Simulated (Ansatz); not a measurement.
Worked example: self-consistent single point of NaTl (R3m, 4 atoms in the cell) in Ansatz (an electronic-structure program).

Method: LDA (PW92), default PAW files made with PBE (plane waves; Ansatz).

```
NaTl
1.0
    0.00000     3.75057     3.75057
    3.75057     0.00000     3.75057
    3.75057     3.75057     0.00000
Na Tl
2 2
Direct
  0.50385   0.50385   0.50385
  0.75000   0.75000   0.75000
  0.00000   0.00000   0.00000
  0.25000   0.25000   0.25000
```

Reference input (self-consistent single point, DFT, LDA (PW92), plane waves, default PAW files made with PBE): basis.ecutwfc = 420 eV; kpoints.mp_grid.grid = 6 6 6; hamiltonian.xc = lda; hamiltonian.pseudopotentials = {kind: paw} (the program's default PAW files); scf.occupations.method = gaussian; scf.occupations.width = 0.1 eV. This run's input differs from it in these lines:

Ansatz 0.2 input:
```diff
@@ -11,3 +11,3 @@
 basis:
-  ecutwfc: 420.0 eV
+  ecutwfc: 295.0 eV
 kpoints:
```

Output, abridged:

```
SCF iter   1: F=—  HF=-25226.779491 eV  |F-HF|=—  |Δ(HF+E_count)|=         —  Δρ=9.01e-3  dr2=3.89e-2  ethr=1.77e-3  ⟨swp⟩=5.5  Hψ=3452  notcnv=0
all-band conjugate gradients solve this SCF's bands
preconditioner: auto → none
SCF iter   2: F=—  HF=-25226.749557 eV  |F-HF|=—  |Δ(HF+E_count)|=   2.99e-2  Δρ=1.68e-3  dr2=1.16e-3  ethr=8.83e-5  ⟨swp⟩=2.0  Hψ=1749  notcnv=0
SCF iter   3: F=—  HF=-25226.749186 eV  |F-HF|=—  |Δ(HF+E_count)|=   3.71e-4  Δρ=5.99e-4  dr2=1.47e-4  ethr=2.63e-6  ⟨swp⟩=2.0  Hψ=1544  notcnv=0
SCF iter   4: F=—  HF=-25226.749161 eV  |F-HF|=—  |Δ(HF+E_count)|=   2.50e-5  Δρ=1.55e-4  dr2=1.50e-5  ethr=3.34e-7  ⟨swp⟩=2.2  Hψ=1254  notcnv=0
SCF iter   5: F=—  HF=-25226.749159 eV  |F-HF|=—  |Δ(HF+E_count)|=   1.75e-6  Δρ=1.28e-5  dr2=7.19e-8  ethr=3.41e-8  ⟨swp⟩=2.3  Hψ=1325  notcnv=0
SCF iter   6: F=-25226.749159 eV  HF=-25226.749159 eV  |F-HF|=2.06e-9  |Δ(HF+E_count)|=   3.70e-8  Δρ=1.62e-6  dr2=2.29e-9  ethr=1.63e-10  ⟨swp⟩=3.2  Hψ=3290  notcnv=0
SCF 1 converged in 6 iterations: F = -25226.749159 eV  dr2 = 2.29e-9
Free energy (F): -25226.749159 eV
Internal energy: -25226.743413 eV  (E = F + TS)
E sigma→0 (E₀):  -25226.746286 eV
Entropy (-TS):   -0.005746 eV (-1.437 meV/atom)
Fermi energy:    7.176914 eV
--- Forces (eV/Å), atoms counted from 1 ---
  atom   1  Na    -0.03552817    -0.03552817    -0.03552817
  atom   2  Na     0.01560372     0.01560372     0.01560372
  atom   3  Tl     0.00141721     0.00141721     0.00141721
  atom   4  Tl     0.01851260     0.01851260     0.01851260
--- Stress (GPa, compression-positive) ---
       -1.736687       0.012138       0.012138
        0.012138      -1.736687       0.012138
        0.012138       0.012138      -1.736687
  P = ⅓ Tr σ = -1.7367 GPa (-17.367 kbar)
  The stress holds the Pulay correction. Without it, at fixed plane waves, as pw.x and ABINIT print it: P = -5.9899 GPa
```

The run converged in 6 iterations. Against the reference run the free energy rises by 68.2 meV/atom, the pressure moves little (-1.73 to -1.74 GPa) and the largest force stays at 0.062 eV/Å.

The starting cell comes from a database of computed structures (which also holds hypothetical and non-ambient phases and stackings), without a prior relaxation at this level. Its lattice was rescaled by up to half a per cent. One atom was moved a little off its site on purpose. Ansatz's pressure includes its estimate of the finite-basis (Pulay) stress. Without the estimate this run gives -5.99 GPa. The cutoff lies below the one recommended for these files.
